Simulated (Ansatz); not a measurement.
We consider Hg (R-3m, No. 166, 1 atoms in the cell), described by BLYP (PAW; Ansatz, a quantum-chemistry and plane-wave program).

The input as run:

Ansatz 0.2 input:
```yaml
crystal:
  lattice:
    - [2.435072, -1.728705, 0.0]
    - [2.435072, 1.728705, 0.0]
    - [1.20783, 0.0, 2.731143]
  atoms:
    - { symbol: Hg, position: [0.0, 0.0, 0.0] }
basis:
  ecutwfc: 520
  ecutrho_ratio: 4
  xc_grid: 2
kpoints:
  mp_grid: { grid: [20, 20, 20] }
hamiltonian:
  xc: blyp
  dispersion: none
  pseudopotentials: { kind: paw }
scf:
  occupations: { method: fermi_dirac, width: 0.05 }
  convergence: { dr2_threshold: 0.0000000001 }
output:
  forces: false
  stress: true
  eigenvalues: true
```

Question: How many irreducible k-points, plane waves at Γ does the program set up, and what pressure does the run end with?

Answer: 781 irreducible k-points, 609 plane waves at Γ; P = 13.08 GPa, so the cell is compressed on average and its volume would grow at this level.

From the output:

```
Crystal: 1 atoms, lattice volume = 22.994 Å³
Basis set: ecut = 520 eV, 609 PW (Γ), exchange–correlation on 48×48×48 points (8 copies of the dense FFT grid, shifted against one another)
Bands: 14, of which v1, the nominal top of the filled ones, is band 10 counted from 1 (9 counted from 0)
Symmetry: 12 space group operations
Space group: R-3m (ITA 166), of the structure as read, at distance tolerance 2.8e-5 Å
k-points: 781 of 8000
Functional: x = b88, c = lyp
SCF iter   1: F=—  HF=-13840.658263 eV  |F-HF|=—  |Δ(HF+E_count)|=         —  Δρ=5.12e-3  dr2=4.73e-3
SCF iter   2: F=—  HF=-13840.658863 eV  |F-HF|=—  |Δ(HF+E_count)|=   6.00e-4  Δρ=3.40e-3  dr2=2.56e-3
  ...
SCF iter   6: F=—  HF=-13840.659079 eV  |F-HF|=—  |Δ(HF+E_count)|=   5.67e-7  Δρ=3.84e-6  dr2=2.73e-9
SCF iter   7: F=-13840.659079 eV  HF=-13840.659079 eV  |F-HF|=4.37e-11  |Δ(HF+E_count)|=   5.18e-9  Δρ=2.76e-7  dr2=1.38e-11
SCF 1 converged in 7 iterations: F = -13840.659079 eV  dr2 = 1.38e-11
SCF converged after 7 iterations
Free energy (F): -13840.659079 eV
Internal energy: -13840.656224 eV  (E = F + TS)
E sigma→0 (E₀):  -13840.657651 eV
Fermi energy:    15.940704 eV
--- Stress (GPa, compression-positive) ---
       13.466103      -0.000000       0.291770
       -0.000000      12.816789      -0.000000
        0.291770      -0.000000      12.947896
  P = ⅓ Tr σ = 13.0769 GPa (130.769 kbar)
```

The PAW data were made under PBE.

Note: the published cell lies under more than 10 GPa at this level: another phase or state, or a fault of the cell, is possible. Note: cell and atoms aren't relaxed at this level (pressure 13.1 GPa).
